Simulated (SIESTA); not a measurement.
A self-consistent single point of SrAl₂ (Imm2, 6 atoms in the cell) with SIESTA.

Method: GGA PBEsol, numerical atomic orbitals TZP, PseudoDojo PBEsol standard norm-conserving potentials (rewritten from UPF to PSML) (SIESTA 5.4.2).

```yaml
crystal:
  lattice:
    - [-2.39199, 3.94112, 3.93289]
    - [2.39199, -3.94112, 3.93289]
    - [2.39199, 3.94112, -3.93289]
  atoms:
    - { symbol: Sr, position: [0.30669, 0.55669, 0.75000] }
    - { symbol: Sr, position: [0.69967, 0.44967, 0.25000] }
    - { symbol: Al, position: [0.27083, 0.83937, 0.43146] }
    - { symbol: Al, position: [0.72917, 0.16063, 0.56854] }
    - { symbol: Al, position: [0.90791, 0.83937, 0.06854] }
    - { symbol: Al, position: [0.09209, 0.16063, 0.93146] }
```

Reference input (self-consistent single point, DFT, GGA PBEsol, numerical atomic orbitals TZP, PseudoDojo PBEsol standard norm-conserving potentials (rewritten from UPF to PSML)): XC.functional = GGA; XC.authors = PBEsol; potentials = PseudoDojo PBEsol standard; PAO.BasisSize = TZP; PAO.EnergyShift = 0.01 Ry; MeshCutoff = 300 Ry; kgrid.MonkhorstPack = 4 4 4; OccupationFunction = MP; OccupationMPOrder = 0; ElectronicTemperature = 1160.45 K; MaxSCFIterations = 150; SCF.Mixer.Method = Pulay. This run's input differs from it in these lines:

```diff
@@ -32,5 +32,5 @@
 %block kgrid.MonkhorstPack
-    4   0   0  0.0
-    0   4   0  0.0
-    0   0   4  0.0
+    5   0   0  0.0
+    0   5   0  0.0
+    0   0   5  0.0
 %endblock kgrid.MonkhorstPack
@@ -38,3 +38,3 @@
 OccupationMPOrder            0
-ElectronicTemperature        1160.45 K
+ElectronicTemperature        232.09 K
```

Output, abridged:

```
        iscf     Eharris(eV)        E_KS(eV)     FreeEng(eV)     dDmax    Ef(eV) dHmax(eV)
   scf:    1    -2091.384029    -2110.264326    -2110.264918  1.782909 -4.287807  3.886104
   scf:    2    -2110.921001    -2110.606355    -2110.607381  0.048800 -4.206475  3.211640
   scf:    3    -2111.359113    -2111.114588    -2111.114957  0.178864 -4.049135  1.043181
   scf:    4    -2111.109574    -2111.141236    -2111.141891  0.030366 -4.071504  0.575895
   scf:    5    -2111.185908    -2111.173884    -2111.174268  0.043099 -4.060339  0.127823
   [... 5 lines left out ...]
   scf:   11    -2111.174954    -2111.174953    -2111.175335  0.000376 -4.072005  0.000138
   scf:   12    -2111.174954    -2111.174954    -2111.175335  0.000018 -4.072013  0.000120
   scf:   13    -2111.174954    -2111.174954    -2111.175335  0.000034 -4.072022  0.000077
   scf:   14    -2111.174953    -2111.174954    -2111.175335  0.000008 -4.072017  0.000008
SCF Convergence by DM+H criterion
max |DM_out - DM_in|         :     0.0000078677
max |H_out - H_in|      (eV) :     0.0000083103
SCF cycle converged after 14 iterations

Using DM_out to compute the final energy and forces

siesta: E_KS(eV) =            -2111.1750

siesta: E_KS - E_eggbox =     -2111.1750

siesta: Atomic forces (eV/Ang):
     1    0.000112    0.000214    0.002250
     2    0.000145   -0.000168   -0.235077
     3    0.000173    0.088006   -0.023270
     4   -0.000164   -0.135421    0.139577
     5    0.000158   -0.087640   -0.023066
     6   -0.000159    0.134985    0.139333
   Tot    0.000265   -0.000023   -0.000253
   Max    0.235077
   Res    0.090438    sqrt( Sum f_i^2 / 3N )
   Max    0.235077    constrained

   [... lines left out ...]
siesta: FreeEng =     -2111.175335
siesta: Cell volume =        148.303252 Ang**3
siesta:          36.24175401         41.58054407  kBar
   [... lines left out ...]
             -0.560   0.945   0.881   0.896   0.053   0.062   0.069   0.068

              0.072

mulliken: Qtot =       32.000

Mulliken Atomic Populations:
Atom #   charge [q] valence [e]  Species
     1     1.046099    8.953901  Sr
     2     1.073403    8.926597  Sr
     3    -0.532990    3.532990  Al
     4    -0.526764    3.526764  Al
     5    -0.532998    3.532998  Al
     6    -0.526749    3.526749  Al
 Total    -0.000000
```

The run converged in 14 iterations. Against the reference run the free energy goes up by 5.2 meV/atom, the pressure stays near 3.62 GPa while the xx stress (positive for compression) goes from 4.38 to 3.66 GPa and the largest force goes from 0.186 to 0.235 eV/Å.

The starting cell comes from a database of computed structures (which also holds hypothetical and non-ambient phases and stackings), without a prior relaxation at this level. Its lattice was rescaled by up to half a per cent. One atom was moved a little off its site on purpose. Values carry the incompleteness of an atom-centred basis. With a pressure of about 4 GPa the cell is away from its equilibrium volume at this level.

Cost on one core of a shared machine: roughly 3 min.
